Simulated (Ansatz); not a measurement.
Results of PBEsol+SOC (Ansatz, a program for electronic structure, plane waves, PAW) for Be5Au (F-43m, No. 216).

The input as run:

Ansatz 0.2 input:
```yaml
crystal:
  lattice:
    - [0.0, 3.0324790327, 3.0324790327]
    - [3.0324790327, 0.0, 3.0324790327]
    - [3.0324790327, 3.0324790327, 0.0]
  atoms:
    - { symbol: Be, position: [0.25, 0.25, 0.25] }
    - { symbol: Be, position: [0.6247904629, 0.6247904629, 0.6247904629] }
    - { symbol: Be, position: [0.1256286114, 0.6247904629, 0.6247904629] }
    - { symbol: Be, position: [0.6247904629, 0.1256286114, 0.6247904629] }
    - { symbol: Be, position: [0.6247904629, 0.6247904629, 0.1256286114] }
    - { symbol: Au, position: [0.0, 0.0, 0.0] }
basis:
  ecutwfc: 520
  ecutrho_ratio: 4
  xc_grid: 2
kpoints:
  mp_grid: { grid: [16, 16, 16] }
hamiltonian:
  xc: pbesol
  dispersion: none
  pseudopotentials: { kind: paw }
scf:
  occupations: { method: fermi_dirac, width: 0.05 }
  convergence: { dr2_threshold: 0.0000000006 }
output:
  forces: true
  stress: true
  eigenvalues: true
magnetization:
  noncollinear: true
  spin_orbit: true
```

From the output:

```
Crystal: 6 atoms, lattice volume = 55.773 Å³
Basis set: ecut = 520 eV, 1459 PW (Γ), exchange–correlation on 64×64×64 points (8 copies of the dense FFT grid, shifted against one another)
Bands: 42, of which v1, the nominal top of the filled ones, is band 29 counted from 1 (28 counted from 0)
Symmetry: 24 space group operations + 24 with time reversal
k-points: 145 of 4096 (time reversal used)
Initial density: superposition of atomic densities (chi_scale 0.1, normalization cell, long waves kept (reshape's long-wave potential 0.00 eV rms))
Functional: x = pbesol(κ = 0.804, μ = 0.12345679012345678), c = pbesol(β = 0.046)
spin=Noncollinear: Kerker preconditioning applied to the charge; magnetization (m_x, m_y, m_z) channels mix plain (no charge-response kernel on spin).
SCF 1 converged in 10 iterations: F = -13496.417275 eV  dr2 = 2.17e-11
SCF converged after 10 iterations
Free energy (F): -13496.417275 eV
Internal energy: -13496.410188 eV  (E = F + TS)
E sigma→0 (E₀):  -13496.413731 eV
Fermi energy:    12.926743 eV
--- Forces (eV/Å), atoms counted from 1 ---
  atom   1  Be    -0.00000000    -0.00000000     0.00000000
  atom   2  Be    -0.00172445    -0.00172445    -0.00172445
  atom   3  Be    -0.00172445     0.00172445     0.00172445
  atom   4  Be     0.00172445    -0.00172445     0.00172445
  atom   5  Be     0.00172445     0.00172445    -0.00172445
  atom   6  Au    -0.00000000     0.00000000    -0.00000000
--- Stress (GPa, compression-positive) ---
        0.011802       0.000000      -0.000000
       -0.000000       0.011802       0.000000
       -0.000000       0.000000       0.011802
  P = ⅓ Tr σ = 0.0118 GPa (0.118 kbar)
```

The PAW data were made under PBE.
